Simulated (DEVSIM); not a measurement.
Device: abrupt Si n-p junction, at 300 K.

```
layer (left to right)  material  thickness (μm)  Nd (cm⁻³)  Na (cm⁻³)   τn (s)   τp (s)
---------------------  --------  --------------  ---------  ---------  -------  -------
1                            Si            49.0     1.6e16          -  0.00088  0.00088
2                            Si             140          -       3e14  0.00088  0.00088
```

Left contact: ohmic. Right contact: ohmic. Voltage is applied to the left contact. Recombination: SRH at mid-gap, Auger. Mobility is constant in doping.

Constants are typed, rounded textbook-type inputs, not results; the design itself was drawn at random and stands for no fabricated device. Values at 300 K.

| parameter | Si |
|---|---|
| gap (eV) | 1.124 |
| affinity (eV) | 4.05 |
| permittivity | 11.7 |
| Nc (cm⁻³) | 2.86e19 |
| Nv (cm⁻³) | 3.1e19 |
| μn (cm²/Vs) | 1417 |
| μp (cm²/Vs) | 470 |
| Cn (cm⁶/s) | 2.8e-31 |
| Cp (cm⁶/s) | 9.9e-32 |

Model (solved in DEVSIM): 1D drift-diffusion, Boltzmann statistics, complete ionisation; no tunnelling, impact ionisation, image-force lowering or self-heating.

Question: Tabulate band edges, carrier densities and field at -0.9 V on the left contact.

Answer: Energies count from the Fermi level of the right contact; mesh points crowd at the junctions.

```json
[
 {"x (μm)": "0.000", "Ec (eV)": "1.094", "Ev (eV)": "-0.030", "n (cm⁻³)": "1.6e16", "p (cm⁻³)": "7300", "field (V/cm)": "≈ 0"},
 {"x (μm)": "0.06457", "Ec (eV)": "1.093", "Ev (eV)": "-0.030", "n (cm⁻³)": "1.6e16", "p (cm⁻³)": "1.1e13", "field (V/cm)": "≈ 0"},
 {"x (μm)": "0.3027", "Ec (eV)": "1.093", "Ev (eV)": "-0.031", "n (cm⁻³)": "1.6e16", "p (cm⁻³)": "5.0e13", "field (V/cm)": "≈ 0"},
 {"x (μm)": "1.133", "Ec (eV)": "1.093", "Ev (eV)": "-0.031", "n (cm⁻³)": "1.6e16", "p (cm⁻³)": "1.8e14", "field (V/cm)": "≈ 0"},
 {"x (μm)": "6.656", "Ec (eV)": "1.089", "Ev (eV)": "-0.035", "n (cm⁻³)": "1.7e16", "p (cm⁻³)": "1.0e15", "field (V/cm)": "≈ 0"},
 {"x (μm)": "24.50", "Ec (eV)": "1.079", "Ev (eV)": "-0.046", "n (cm⁻³)": "1.9e16", "p (cm⁻³)": "3.1e15", "field (V/cm)": "≈ 0"},
 {"x (μm)": "42.37", "Ec (eV)": "1.070", "Ev (eV)": "-0.054", "n (cm⁻³)": "2.1e16", "p (cm⁻³)": "4.7e15", "field (V/cm)": "≈ 0"},
 {"x (μm)": "47.83", "Ec (eV)": "1.067", "Ev (eV)": "-0.057", "n (cm⁻³)": "2.1e16", "p (cm⁻³)": "5.1e15", "field (V/cm)": "≈ 0"},
 {"x (μm)": "48.70", "Ec (eV)": "1.067", "Ev (eV)": "-0.057", "n (cm⁻³)": "2.1e16", "p (cm⁻³)": "5.2e15", "field (V/cm)": "≈ 0"},
 {"x (μm)": "48.94", "Ec (eV)": "1.067", "Ev (eV)": "-0.057", "n (cm⁻³)": "2.1e16", "p (cm⁻³)": "5.4e15", "field (V/cm)": "280"},
 {"x (μm)": "49.00", "Ec (eV)": "1.075", "Ev (eV)": "-0.049", "n (cm⁻³)": "1.5e16", "p (cm⁻³)": "7.3e15", "field (V/cm)": "3400"},
 {"x (μm)": "49.11", "Ec (eV)": "1.085", "Ev (eV)": "-0.039", "n (cm⁻³)": "1.0e16", "p (cm⁻³)": "1.1e16", "field (V/cm)": "64"},
 {"x (μm)": "49.47", "Ec (eV)": "1.085", "Ev (eV)": "-0.039", "n (cm⁻³)": "1.0e16", "p (cm⁻³)": "1.1e16", "field (V/cm)": "≈ 0"},
 {"x (μm)": "50.79", "Ec (eV)": "1.084", "Ev (eV)": "-0.040", "n (cm⁻³)": "1.0e16", "p (cm⁻³)": "1.1e16", "field (V/cm)": "≈ 0"},
 {"x (μm)": "59.05", "Ec (eV)": "1.079", "Ev (eV)": "-0.045", "n (cm⁻³)": "9.7e15", "p (cm⁻³)": "1.0e16", "field (V/cm)": "≈ 0"},
 {"x (μm)": "86.17", "Ec (eV)": "1.061", "Ev (eV)": "-0.063", "n (cm⁻³)": "7.9e15", "p (cm⁻³)": "8.2e15", "field (V/cm)": "≈ 0"},
 {"x (μm)": "152.6", "Ec (eV)": "0.989", "Ev (eV)": "-0.135", "n (cm⁻³)": "3.3e15", "p (cm⁻³)": "3.6e15", "field (V/cm)": "-17"},
 {"x (μm)": "178.7", "Ec (eV)": "0.920", "Ev (eV)": "-0.204", "n (cm⁻³)": "1.2e15", "p (cm⁻³)": "1.5e15", "field (V/cm)": "-44"},
 {"x (μm)": "187.2", "Ec (eV)": "0.861", "Ev (eV)": "-0.263", "n (cm⁻³)": "3.1e14", "p (cm⁻³)": "6.1e14", "field (V/cm)": "-130"},
 {"x (μm)": "188.5", "Ec (eV)": "0.838", "Ev (eV)": "-0.286", "n (cm⁻³)": "1.1e14", "p (cm⁻³)": "4.0e14", "field (V/cm)": "-240"},
 {"x (μm)": "188.9", "Ec (eV)": "0.829", "Ev (eV)": "-0.295", "n (cm⁻³)": "2.9e13", "p (cm⁻³)": "3.2e14", "field (V/cm)": "-300"},
 {"x (μm)": "189.0", "Ec (eV)": "0.826", "Ev (eV)": "-0.298", "n (cm⁻³)": "390000", "p (cm⁻³)": "3.0e14", "field (V/cm)": "-310"}
]
```
